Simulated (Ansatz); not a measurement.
Mg2Si: Si → Mo

Consider Mg₂Si (space group Fm-3m, No. 225; a = 6.3255 Å).

One thing is altered: full substitution Si → Mo; the structure is relaxed again.

The values are results of Kohn–Sham DFT with the PBEsol functional, run in Ansatz (a first-principles code) with PAW and 420 eV plane waves, no SOC, earlier PAW set, not measurements. Settings: 13×13×13 k-points, 0.05 eV Fermi–Dirac smearing.

| quantity | base | changed | shift |
|---|---|---|---|
| density | 2.01 g/cm³ | 3.62 g/cm³ | +1.61 g/cm³ |
| lattice parameter a | 6.325 Å | 6.425 Å | +0.0991 Å |
| space group | Fm-3m (No. 225) | Fm-3m (No. 225) | – |
| band gap | 0.12 eV | zero | – |

Cost of the whole job for the changed cell (relaxation, final SCF and bands): roughly 40 core-seconds.

Whether these cells are dynamically stable was not tested. As relaxed here, Mg2Mo is a hypothetical phase, not in the database extracts checked. The final runs are not spin-polarised. Mg2Mo has a high density of states at the Fermi level and may be magnetic at this level. The zero or small gap of Mg2Si can change with the level of theory.
